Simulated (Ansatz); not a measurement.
An Ansatz (a first-principles code) input (DFT with PBEsol, PAW potentials and a 420 eV plane-wave cutoff in Ansatz, scalar-relativistic without spin-orbit coupling):

Ansatz 0.2 input:
```yaml
crystal:
  lattice:
    - [0.0531126411, 2.7237251845, 2.7237251845]
    - [2.7768378256, 0, 2.7768378256]
    - [2.7237251845, 2.7237251845, 0.0531126411]
  atoms:
    - { symbol: Cl, position: [0, 0, 0] }
    - { symbol: Ag, position: [0.5, 0.5, 0.5] }
basis: { ecutwfc: 420, ecutrho_ratio: 4, xc_grid: 2, fft_grid_basis: typed }
kpoints: { mp_grid: { grid: [10, 10, 10] } }
hamiltonian:
  xc: pbesol
  dispersion: none
  pseudopotentials: { kind: paw }
scf: { occupations: { method: fermi_dirac, width: 0.05 }, convergence: { dr2_threshold: 0.0000000002 } }
relax: { f_tol: 0.005, max_steps: 50 }
output: { forces: true, stress: true }
checkpoint: { write: state.ck, write_every: 1000 }
```

Problem. Which symmetry and how many k-points will the program report, and about how many plane waves at Γ?

Solution. Space group Immm (ITA 71) with 8 operations, k-points 171 of 1000, and 797 plane waves at Γ.

The cells carry an imposed strain or load. Whether these cells are dynamically stable was not tested. The cell was made from AgCl in the rock salt structure (space group Fm-3m, No. 225) by this change: tensor shear ε_xz = +1.95 %.
